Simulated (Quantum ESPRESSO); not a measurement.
Input and output of a self-consistent single point for BaIn2Pt2 (I4/mmm, 5 atoms in the cell) (Quantum ESPRESSO).

Method: PBEsol-D3(0), GBRV 1.5 ultrasoft (PBESOL) pseudopotentials (plane waves; Quantum ESPRESSO 7.5).

```yaml
crystal:
  lattice:
    - [-2.28700, 2.28700, 5.84348]
    - [2.28700, -2.28700, 5.84348]
    - [2.28700, 2.28700, -5.84348]
  atoms:
    - { symbol: Ba, position: [0.00000, 0.00000, 0.00000] }
    - { symbol: In, position: [0.75000, 0.25000, 0.50000] }
    - { symbol: In, position: [0.25000, 0.75000, 0.50000] }
    - { symbol: Pt, position: [0.38360, 0.38360, 0.00000] }
    - { symbol: Pt, position: [0.61640, 0.61640, 0.00000] }
```

Reference input (self-consistent single point, DFT, LDA (PZ), plane waves, GBRV 1.5 ultrasoft (LDA) pseudopotentials): ecutwfc = 40 Ry; ecutrho = 320 Ry; occupations = smearing; smearing = marzari-vanderbilt; degauss = 0.0073499 Ry; potentials = {Ba: ba_lda_v1.uspp.F.UPF, In: in_lda_v1.4.uspp.F.UPF, Pt: pt_lda_v1.4.uspp.F.UPF}; K_POINTS = automatic 6 6 6 1 1 1; conv_thr = 1e-10 Ry; mixing_beta = 0.5. This run's input differs from it in these lines:

```diff
@@ -18,2 +18,5 @@
    degauss = 0.0073499
+   vdw_corr = 'grimme-d3'
+   dftd3_version = 3
+   dftd3_threebody = .false.
 /
@@ -24,5 +27,5 @@
 ATOMIC_SPECIES
-Ba   137.3270  ba_lda_v1.uspp.F.UPF
-In   114.8180  in_lda_v1.4.uspp.F.UPF
-Pt   195.0840  pt_lda_v1.4.uspp.F.UPF
+Ba   137.3270  ba_pbesol_v1.uspp.F.UPF
+In   114.8180  in_pbesol_v1.4.uspp.F.UPF
+Pt   195.0840  pt_pbesol_v1.4.uspp.F.UPF
 ATOMIC_POSITIONS {crystal}
```

Log, with long lists cut:

```
     Self-consistent Calculation

     iteration #  1     ecut=    40.00 Ry     beta= 0.50

---- Real-time Memory Report at c_bands before calling an iterative solver
           529 MiB given to the printing process from OS
           142 MiB allocation reported by mallinfo(arena+hblkhd)
------------------

     negative rho (up, down):  4.166E-01 0.000E+00

     total energy              =    -748.76112585 Ry
     estimated scf accuracy    <      19.34970231 Ry

     iteration #  2     ecut=    40.00 Ry     beta= 0.50

---- Real-time Memory Report at c_bands before calling an iterative solver
   [... lines left out ...]
           624 MiB given to the printing process from OS
           201 MiB allocation reported by mallinfo(arena+hblkhd)
------------------

     negative rho (up, down):  4.306E-01 0.000E+00

     total energy              =    -757.99065476 Ry
     estimated scf accuracy    <          3.6E-10 Ry

     iteration # 14     ecut=    40.00 Ry     beta= 0.50

---- Real-time Memory Report at c_bands before calling an iterative solver
           624 MiB given to the printing process from OS
           201 MiB allocation reported by mallinfo(arena+hblkhd)
------------------

     negative rho (up, down):  4.306E-01 0.000E+00
     End of self-consistent calculation

     the Fermi energy is    12.6600 ev

!    total energy              =    -757.99065476 Ry
     estimated scf accuracy    <          5.3E-11 Ry
     smearing contrib. (-TS)   =       0.00036587 Ry
     internal energy E=F+TS    =    -757.99102063 Ry

     DFT-D3 Dispersion         =      -0.10797496 Ry

     convergence has been achieved in  14 iterations

     negative rho (up, down):  4.306E-01 0.000E+00

     Forces acting on atoms (cartesian axes, Ry/au):

     atom    1 type  1   force =    -0.00000000   -0.00000000    0.00000000
     atom    2 type  2   force =     0.00000000    0.00000000    0.00000000
     atom    3 type  2   force =     0.00000000    0.00000000    0.00000000
     atom    4 type  3   force =     0.00000000    0.00000000    0.00162508
   [... lines left out ...]
     Total force =     0.002298     Total SCF correction =     0.000013
   [... lines left out ...]

     DFT-D3 dispersion Force =     0.003416

     negative rho (up, down):  4.306E-01 0.000E+00
          total   stress  (Ry/bohr**3)                   (kbar)     P=      -56.34
  -0.00036539   0.00000000  -0.00000000          -53.75        0.00       -0.00
   0.00000000  -0.00036539  -0.00000000            0.00      -53.75       -0.00
   0.00000000   0.00000000  -0.00041816            0.00        0.00      -61.51

   JOB DONE.
```

The run converged in 14 iterations. Against the reference run the pressure goes from -5.77 to -5.63 GPa and the largest force goes from 0.027 to 0.042 eV/Å.

The starting cell comes from a database of computed structures (which also holds hypothetical and non-ambient phases and stackings), without a prior relaxation at this level. Spin polarisation is off. With a pressure of about -6 GPa the cell is away from its equilibrium volume at this level.

Cost on one core of a shared machine: roughly 4 min.
